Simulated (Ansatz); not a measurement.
Start from FeGe in the rock salt structure (space group Fm-3m, No. 225; a = 5.022 Å; ferromagnetic; a hypothetical phase, not in the database extracts checked).

Structures relaxed with Ansatz (a quantum-chemistry and plane-wave program), r2SCAN, PAW, cutoff 500 eV, no SOC.

Base:

Simulated powder pattern, Cu Kα1, λ = 1.54056 Å (kinematic, ideal powder, no thermal factors, no anomalous dispersion; the 14 strongest lines at most, above 2 %, up to 2θ = 90°):

```json
[
 {"2θ (°)": "30.81", "I/Imax (%)": "2.8", "hkl": "(111)"},
 {"2θ (°)": "35.73", "I/Imax (%)": "100", "hkl": "(200)"},
 {"2θ (°)": "51.42", "I/Imax (%)": "68", "hkl": "(220)"},
 {"2θ (°)": "64.19", "I/Imax (%)": "22", "hkl": "(222)"},
 {"2θ (°)": "75.69", "I/Imax (%)": "10", "hkl": "(400)"},
 {"2θ (°)": "86.62", "I/Imax (%)": "28", "hkl": "(420)"}
]
```

The change: full substitution Ge → In, then cell and atoms are relaxed.

Question: Predict the new powder pattern.

Answer: 
Simulated powder pattern, Cu Kα1, λ = 1.54056 Å (kinematic, ideal powder, no thermal factors, no anomalous dispersion; the 14 strongest lines at most, above 2 %, up to 2θ = 90°):

```json
[
 {"2θ (°)": "28.37", "I/Imax (%)": "21", "hkl": "(111)"},
 {"2θ (°)": "32.88", "I/Imax (%)": "100", "hkl": "(200)"},
 {"2θ (°)": "47.18", "I/Imax (%)": "71", "hkl": "(220)"},
 {"2θ (°)": "55.98", "I/Imax (%)": "9.6", "hkl": "(311)"},
 {"2θ (°)": "58.70", "I/Imax (%)": "24", "hkl": "(222)"},
 {"2θ (°)": "68.94", "I/Imax (%)": "11", "hkl": "(400)"},
 {"2θ (°)": "76.16", "I/Imax (%)": "4.0", "hkl": "(331)"},
 {"2θ (°)": "78.51", "I/Imax (%)": "29", "hkl": "(420)"},
 {"2θ (°)": "87.77", "I/Imax (%)": "22", "hkl": "(422)"}
]
```

The indices refer to each structure's own conventional cell; one index is shown for lines that coincide.

The magnetic state is the one reached from the starting moments; the real material's order can differ, and small cells can't hold many antiferromagnetic ones. Whether these cells are dynamically stable was not tested. As relaxed here, InFe is a hypothetical phase, not in the database extracts checked.
